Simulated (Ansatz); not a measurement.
System: Pt (model structure, started from the diamond type, Fd-3m, No. 227, 2 atoms in the cell). Method: LDA in Ansatz (plane waves, PAW).

Run with plane-wave cutoff 520 eV, 18×18×18 k mesh, Fermi–Dirac smearing 0.05 eV, scalar-relativistic PAW data made under PBE.

Cell (relaxed at this level):

```yaml
crystal:
  lattice:
    - [0.00000, 2.82216, 2.82216]
    - [2.82216, 0.00000, 2.82216]
    - [2.82216, 2.82216, 0.00000]
  atoms:
    - { symbol: Pt, position: [0.25000, 0.25000, 0.25000] }
    - { symbol: Pt, position: [0.00000, 0.00000, 0.00000] }
```

Problem. Estimate the bulk modulus that the calculation returns.

Solution. 
- bulk modulus: 149 GPa

The run finds no gap.

Note: the bulk modulus is −V dP/dV from two relaxed cells at ±2 % in volume; the relaxation could raise the start's symmetry but not lower it, so the cell can be a saddle point.

Spin–orbit coupling is not included.

The result took about 70 core-seconds (a rough figure).

A model structure was made by putting elements into a prototype or built by hand; it is no filed structure, need not be a known phase, and can be a saddle point held by its symmetry.

Ansatz is a quantum-chemistry and plane-wave program.
